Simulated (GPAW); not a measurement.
# Functionals side by side, with their cost (level): Ge₃Pt (P6_3/mmc, 8 atoms in the cell)

Cell: a = 6.7883 Å, b = 6.7883 Å, c = 3.8828 Å, α = 90.00°, β = 90.00°, γ = 120.00°.

Program: GPAW, GPAW PAW datasets PBEsol (made by gpaw-setup); each row names its functional.

Base settings: mode = pw; ecut = 550 eV; xc = PBEsol; kpts = 6 6 9; mesh shift (steps) = 0 0 0; occupations.name = methfessel-paxton; occupations.width = 0.1 eV; occupations.order = 1; nbands = -16; convergence.density = 1e-05 e/electron.

Differences are taken from r2SCAN (potentials: GPAW PAW datasets PBE (gpaw-data 1.0.1)), a reference of convenience: it is no measurement, and no ranking of the functionals follows. Where a row names another cutoff or potentials, its difference holds that change too.

Core times come from one kind of shared machine and are given to one figure; runs under 30 s give none.

The starting cell comes from a database of computed structures (which also holds hypothetical and non-ambient phases and stackings), without a prior relaxation at this level. Spin polarisation is off. In the base run, with a pressure of about -5 GPa the cell is away from its equilibrium volume at this level.

| level | pressure less reference (GPa) | largest difference in the force on any atom (eV/Å) | core time / reference (rough) |
|---|---|---|---|
| LDA (Perdew-Wang 92) (potentials: GPAW PAW datasets LDA (gpaw-data 1.0.1)) | -3.91 | 0.101 | 0.4 |
| RPBE (potentials: GPAW PAW datasets RPBE (gpaw-data 1.0.1)) | 4.71 | 0.250 | 0.4 |
| revPBE (potentials: GPAW PAW datasets revPBE (gpaw-data 1.0.1)) | 4.13 | 0.229 | 0.4 |
| BLYP (potentials: GPAW PAW datasets BLYP (made by gpaw-setup)) | 9.50 | 0.320 | 0.3 |
| PW91 (potentials: GPAW PAW datasets PW91 (made by gpaw-setup)) | 2.33 | 0.164 | 0.4 |
| vdW-DF2 (potentials: GPAW PAW datasets PBE (gpaw-data 1.0.1)) | 14.72 | 0.593 | 0.3 |
| vdW-DF-cx (potentials: GPAW PAW datasets PBE (gpaw-data 1.0.1)) | 0.61 | 0.215 | 0.3 |
| PBEsol | -1.72 | 0.023 | 0.5 |
| r2SCAN (potentials: GPAW PAW datasets PBE (gpaw-data 1.0.1)) | 0.00 | 0.000 | 1 |
